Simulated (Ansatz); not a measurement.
Ansatz (a first-principles code) run on Ir3Rh (I4/mmm, 4 atoms in the cell): relaxation of cell and atoms.

Computed with PBEsol, default PAW files made with PBE (plane waves; Ansatz).

The change in words: atoms on their sites; basis.ecutwfc: 420 eV → 505 eV; relax: default → cell and atoms. Reference geometry:
```xyz
4
Lattice="-1.9248 1.9248 3.8542 1.9248 -1.9248 3.8542 1.9248 1.9248 -3.8542" Properties=species:S:1:pos:R:3 pbc="T T T"
Ir     0.0000     1.9248     1.9271
Ir     1.9248     0.0000     1.9271
Ir     0.0000     0.0000     3.9042
Rh     0.0000     0.0000     0.0000
```

Reference input (self-consistent single point, DFT, PBEsol, plane waves, default PAW files made with PBE): basis.ecutwfc = 420 eV; kpoints.mp_grid.grid = 8 8 8; hamiltonian.xc = pbesol; hamiltonian.pseudopotentials = {kind: paw} (the program's default PAW files); scf.occupations.method = fermi_dirac; scf.occupations.width = 0.1 eV. This run's input differs from it in these lines:

Ansatz 0.2 input:
```diff
@@ -8,6 +8,6 @@
     - { symbol: Ir, position: [0.250000, 0.750000, 0.500000] }
-    - { symbol: Ir, position: [0.506486, 0.506486, 0.000000] }
+    - { symbol: Ir, position: [0.500000, 0.500000, 0.000000] }
     - { symbol: Rh, position: [0.000000, 0.000000, 0.000000] }
 basis:
-  ecutwfc: 420.0 eV
+  ecutwfc: 505.0 eV
 kpoints:
@@ -19,2 +19,4 @@
   occupations: { method: fermi_dirac, width: 0.1 eV }
+relax:
+  cell: {}
 output:
```

Log, with long lists cut:

```
   [... SCF lines of the steps left out ...]
relax step   1: F+E_penalty+E_count = -41735.95312121 eV  Δ(F+E_penalty+E_count) = +0.000e0 eV  max|allowed force component| = 6.505e-19 eV/Å  Δτ_max = 0.0000 Å  P = -9.016 GPa  Ω = 57.120 Å³  (6 SCF iters, dr2 threshold 1.00e-7 eV, accepted)
relax step   2: F+E_penalty+E_count = -41735.83889344 eV  Δ(F+E_penalty+E_count) = +1.142e-1 eV  max|allowed force component| = 5.692e-19 eV/Å  Δτ_max = 0.0000 Å  P = +20.109 GPa  Ω = 52.974 Å³  energy of the carried Pulay correction = +1.105e-3 eV  [...]
   [... lines left out ...]
relax step   4: F+E_penalty+E_count = -41735.99669289 eV  Δ(F+E_penalty+E_count) = -4.499e-4 eV  max|allowed force component| = 1.355e-18 eV/Å  Δτ_max = 0.0000 Å  P = -0.009 GPa  Ω = 55.628 Å³  energy of the carried Pulay correction = +3.883e-4 eV  [...]
relax step   5: F+E_penalty+E_count = -41735.99633402 eV  Δ(F+E_penalty+E_count) = +3.589e-4 eV  max|allowed force component| = 6.505e-19 eV/Å  Δτ_max = 0.0000 Å  P = -0.016 GPa  Ω = 55.628 Å³  stress off target by 1.91e-2 GPa  SCF on the basis [...]
basis re-selected at this cell: Δ(F+E_penalty+E_count) = +3.589e-4 eV, ΔP = -0.007 GPa vs the last step
the relaxation is at rest under the 16 symmetry operations that the run kept from its start: a minimum is not shown …
Stability not checked: this state was not tested for a lower state beside it, because too few of the mixer's solves of this state at the end of the SCF gave a …
Free energy (F): -41735.996334 eV
Internal energy: -41735.864751 eV  (E = F + TS)
   [... lines left out ...]
Fermi energy:    25.095657 eV
  cell:  # Å, volume = 55.6278 Å³
   [... lines left out ...]
    - [1.9080227149811078, 1.9080227149811078, -3.820010220478226]
  atoms:
    - { symbol: Ir, position: [0.7500000000000001, 0.24999999999999997, 0.5000000000000001] }
    - { symbol: Ir, position: [0.24999999999999997, 0.7500000000000001, 0.5000000000000001] }
    - { symbol: Ir, position: [0.5, 0.5, -6.839783488874503e-37] }
    - { symbol: Rh, position: [-4.621397083199512e-72, -7.816895415856575e-37, -7.816895415856575e-37] }
```

The run converged.  The full log also holds: “iter 4 did not close the SCF: its close was put off for the readings that it lacked (scf_convergence_deferred on its scf_iter line)”. The full log also holds: “iter 5 did not close the SCF: its close was put off for the readings that it lacked (scf_convergence_deferred on its scf_iter line)”.

Summary of the result:
- Free energy E − TS (on the zero of these files) = -41735.9963 eV
- Fermi level (on the code's own zero) = 25.10 eV
- Pressure = -0.02 GPa
- Final cell = a = 4.6769 Å, b = 4.6769 Å, c = 4.6769 Å, α = 131.85°, β = 131.85°, γ = 70.47°
- Final volume per atom = 13.91 Å³
- Relaxation steps = 5

The starting cell comes from a database of computed structures (which also holds hypothetical and non-ambient phases and stackings), without a prior relaxation at this level. Its lattice was rescaled by up to half a per cent. Spin polarisation is off. The relaxation keeps the symmetry of its start, so its end need not be a minimum. Ansatz's pressure includes its estimate of the finite-basis (Pulay) stress.

Cost on one core of a shared machine: roughly 50 s.
